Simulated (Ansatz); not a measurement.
Start from Ta in the bcc (W type) structure (space group Im-3m, No. 229; a = 3.282 Å; relaxed with 0.1 eV smearing). Axes: x, y, z lie along the cube axes.

Level of theory: PBEsol, PAW, 420 eV (Ansatz, a first-principles code; no spin-orbit coupling).

For the base:

The shortest interatomic distance is 284.3 pm.

Now apply this change: the cell is compressed by 1.50 % along z with no lateral relaxation, atoms relaxed at fixed cell.

### Question
Predict the new stress.

### Answer
The stress (xx, yy, zz, yz, xz, xy; compression positive) amounts to (2.6, 2.6, 4.4, 0.0, 0.0, 0.0) GPa.

### Question
What happens to the shortest interatomic distance?

### Answer
The shortest interatomic distance drops by 1.41 pm (284.3 pm → 282.8 pm).

### Question
Predict the new energy relative to the base.

### Answer
The energy increases by 3.6 meV/atom.

The cells carry an imposed strain or load. Whether these cells are dynamically stable was not tested. The final runs are not spin-polarised.
